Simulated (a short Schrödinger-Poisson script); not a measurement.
Stack: MOS inversion layer, SiO2 on p-type Si(100), at 300 K.

From the gate side: 2.8 nm SiO2; 310 nm Si, acceptors 1.9e18 cm⁻³.

Constants are typed, rounded textbook-type inputs, not results; the design itself was drawn at random and stands for no fabricated device. SiO2: permittivity 3.9, conduction-band edge (eV) 3.15, gap (eV) 9, electron mass (mₑ) 0.5. Si: permittivity 11.7, conduction-band edge (eV) 0, gap (eV) 1.124, Nv at 300 K (cm⁻³) 3.1e19.

Channel valleys (confinement mass, in-plane density-of-states mass, number): Δ2 0.916, 0.19, 2; Δ4 0.19, 0.417, 4. At the gate the conduction-band edge of layer 1 lies 3.26 eV − eVg above the Fermi level of the channel; the field vanishes at the back. Gaps are held at their typed values at every temperature. Mesh 0.03 nm at interfaces.

Solved with a short Schrödinger-Poisson script written for these runs: 1D Poisson equation in equilibrium, electrons quantum, Hartree (BenDaniel-Duke, 12 states a valley, the channel's in-plane mass for all, wave functions free to enter the dielectric), parabolic valleys, classical holes, full ionisation, no traps, pinning or gate leakage.

```tsv
Vg (V)	electrons (cm⁻²)	C (μF/cm²)	Δ2 E0 (meV from the Fermi level)	Δ4 E0 (meV from the Fermi level)
0.7	4.33e9	0.316	183.6	256.5
0.8	5.66e10	0.446	116.7	191.3
0.9	3.21e11	0.749	70.9	147.1
1	7.91e11	0.909	46.3	124.0
1.1	1.35e12	0.978	30.9	110.1
1.2	1.96e12	1.01	19.8	100.4
1.3	2.58e12	1.04	11.0	92.9
1.4	3.23e12	1.05	3.5	86.8
1.5	3.88e12	1.06	-2.9	81.7
1.6	4.54e12	1.07	-8.8	77.2
1.7	5.20e12	1.08	-14.1	73.1
1.8	5.87e12	1.08	-19.0	69.5
1.9	6.55e12	1.09	-23.6	66.1
2	7.23e12	1.09	-27.9	63.0
2.1	7.91e12	1.10	-32.1	60.0
2.2	8.59e12	1.10	-36.0	57.3
```

Gate voltages with under 1e9 electrons/cm² are left out.

Task: At Vg = 2.2 V the lowest Δ2 subband lies at -36.0 meV from the Fermi level. How many electrons does it hold, and what share of all?

Result: The two-dimensional density of states is g m/(πħ²) = 1.59e11 cm⁻² meV⁻¹ (both spins), kT = 25.9 meV, so n = D kT ln(1 + exp(−E/kT)) = 6.63e12 cm⁻², 0.77 of the 8.59e12 cm⁻² in all.

Task: Compare the slope of the sheet density between 2 and 2.2 V with the geometric capacitance of the layers between gate and channel.

Result: q Δn/ΔV = 1.09 μF/cm²; ε0/Σ(t/ε) = 1.23 μF/cm². The ratio is 0.88: the channel acts as a further capacitance in series.
